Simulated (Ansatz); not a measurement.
## Co4N: pressure series

Base system: Co4N (space group Pm-3m, No. 221; a = 3.670 Å; ferromagnetic; a cell from a computed database, its experimental status unchecked).

Cell and atoms are relaxed at each pressure.

All numbers come from Kohn–Sham DFT with the PBEsol functional, run in Ansatz (a first-principles code) with PAW and 420 eV plane waves, scalar-relativistic without spin-orbit coupling.

Two rows of this table had their results exchanged by mistake.

| pressure | volume per atom (Å³) | shortest distance (Å) | band gap |
|---|---|---|---|
| pressure −2 GPa | 9.97 | 1.840 | zero |
| pressure −1 GPa | 9.93 | 1.838 | zero |
| pressure 0.3 GPa | 9.62 | 1.818 | zero |
| pressure 0.7 GPa | 9.86 | 1.834 | zero |
| pressure 1.5 GPa | 9.83 | 1.832 | zero |
| pressure 3 GPa | 9.78 | 1.828 | zero |
| pressure 5 GPa | 9.70 | 1.824 | zero |
| pressure 7.5 GPa | 9.88 | 1.835 | zero |
| pressure 10 GPa | 9.53 | 1.813 | zero |

### Question
Which two?

### Answer
The rows for pressure 0.3 GPa and pressure 7.5 GPa: the volume has to fall steadily with pressure, so 9.88 Å³ belongs to pressure 0.3 GPa and 9.62 Å³ to pressure 7.5 GPa.

Other magnetic orders, which the real material may have, were not ruled out. Load acts through the strain it causes; cell and atoms are relaxed under it. No phonon test of stability was made. Competing high-pressure phases were not computed.
